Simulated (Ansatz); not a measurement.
Pair distribution function (total) of Al (fcc), cell Al108, begun in the crystal structure [in the run: it stayed crystalline; mean temperature 863 K (target 860 K); density 2.54 g/cm³, volume +6 % from the start crystal's; one k-point, which a denser mesh shifts by 0.1 GPa in pressure and 0.05 eV/Å in forces], from MD at 863 K. These are PBE (plane waves, PAW; Ansatz, a first-principles code) values and carry that method's errors. Volume per atom 17.65 Å³, mean pressure 0.2 GPa. 

| r (Å) | g(r) |
|---|---|
| 1.86 | 0.00 |
| 1.90 | 0.00 |
| 1.94 | 0.00 |
| 1.98 | 0.00 |
| 2.02 | 0.00 |
| 2.06 | 0.00 |
| 2.10 | 0.00 |
| 2.14 | 0.00 |
| 2.18 | 0.00 |
| 2.22 | 0.00 |
| 2.26 | 0.00 |
| 2.30 | 0.01 |
| 2.34 | 0.02 |
| 2.38 | 0.03 |
| 2.42 | 0.09 |
| 2.46 | 0.19 |
| 2.50 | 0.39 |
| 2.54 | 0.70 |
| 2.58 | 1.15 |
| 2.62 | 1.67 |
| 2.66 | 2.26 |
| 2.70 | 2.75 |
| 2.74 | 3.16 |
| 2.78 | 3.57 |
| 2.82 | 3.74 |
| 2.86 | 3.76 |
| 2.90 | 3.70 |
| 2.94 | 3.45 |
| 2.98 | 3.17 |
| 3.02 | 2.87 |
| 3.06 | 2.48 |
| 3.10 | 2.08 |
| 3.14 | 1.75 |
| 3.18 | 1.46 |
| 3.22 | 1.15 |
| 3.26 | 0.95 |
| 3.30 | 0.72 |
| 3.34 | 0.55 |
| 3.38 | 0.46 |
| 3.42 | 0.34 |
| 3.46 | 0.30 |
| 3.50 | 0.23 |
| 3.54 | 0.20 |
| 3.58 | 0.18 |
| 3.62 | 0.19 |
| 3.66 | 0.21 |
| 3.70 | 0.22 |
| 3.74 | 0.27 |
| 3.78 | 0.32 |
| 3.82 | 0.39 |
| 3.86 | 0.44 |
| 3.90 | 0.53 |
| 3.94 | 0.60 |
| 3.98 | 0.64 |
| 4.02 | 0.69 |
| 4.06 | 0.74 |
| 4.10 | 0.78 |
| 4.14 | 0.79 |
| 4.18 | 0.75 |
| 4.22 | 0.70 |
| 4.26 | 0.68 |
| 4.30 | 0.62 |
| 4.34 | 0.58 |
| 4.38 | 0.54 |
| 4.42 | 0.49 |
| 4.46 | 0.48 |
| 4.50 | 0.47 |
| 4.54 | 0.49 |
| 4.58 | 0.56 |
| 4.62 | 0.64 |
| 4.66 | 0.75 |
| 4.70 | 0.91 |
| 4.74 | 1.08 |
| 4.78 | 1.23 |
| 4.82 | 1.44 |
| 4.86 | 1.62 |
| 4.90 | 1.78 |
| 4.94 | 1.90 |
| 4.98 | 1.99 |
| 5.02 | 2.01 |
| 5.06 | 1.99 |
| 5.10 | 1.94 |
| 5.14 | 1.86 |
| 5.18 | 1.77 |
| 5.22 | 1.60 |
| 5.26 | 1.46 |
| 5.30 | 1.30 |
| 5.34 | 1.16 |
| 5.38 | 1.05 |
| 5.42 | 0.95 |

Task: From the above, determine where the first shell ends and the number of neighbours in it.

Result: first minimum near 3.6 Å (g down to about 0.18); 12.1 neighbours in the shell, from n = 4πρ∫r²g(r)dr.
